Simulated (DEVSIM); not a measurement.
System: abrupt Si n-p junction, at 300 K.

Layer 1 from the left is Si, thickness (μm) 0.210, Nd (cm⁻³) 6.6e17, τn (s) 2.6e-6, τp (s) 2.6e-6. Layer 2 from the left is Si, thickness (μm) 3.20, Na (cm⁻³) 2.5e15, τn (s) 2.6e-6, τp (s) 2.6e-6.

Left contact: ohmic. Right contact: ohmic. Voltage is applied to the left contact. Recombination: SRH at mid-gap, radiative, Auger. Mobility is constant in doping.

This is a model device: material constants are rounded textbook-type values typed into the input, and sizes, dopings and lifetimes were drawn at random. Values at 300 K.

Si: gap (eV) 1.124, affinity (eV) 4.05, permittivity 11.7, Nc (cm⁻³) 2.86e19, Nv (cm⁻³) 3.1e19, μn (cm²/Vs) 1417, μp (cm²/Vs) 470, B (cm³/s) 4.7e-15, Cn (cm⁶/s) 2.8e-31, Cp (cm⁶/s) 9.9e-32.

Q: Estimate by hand the built-in potential, the peak field at zero bias, the capacitance at 6 V, and compare with a numerical solution.

A: 
- Built-in potential: ni = √(Nc Nv) exp(−Eg/2kT) = 1.08e10 cm⁻³ with Eg = 1.124 eV; Vbi = kT/q ln(Na Nd/ni²) = 0.783 V; numerical 0.783 V.
- Peak field at zero bias: depletion approximation: W = √(2εVbi/(qN)) = 0.638 μm with N = 2.49e15 cm⁻³; field = 2Vbi/W = 24600 V/cm; numerical 48000 V/cm (estimate below by 49 %).
- Capacitance at 6 V: C = √(qεN / 2(Vbi + |V|)) = 5.52 nF/cm²; numerical 5.54 nF/cm².

Simulated with DEVSIM: 1D drift-diffusion, Boltzmann statistics, complete ionisation; no tunnelling, impact ionisation, image-force lowering or self-heating.
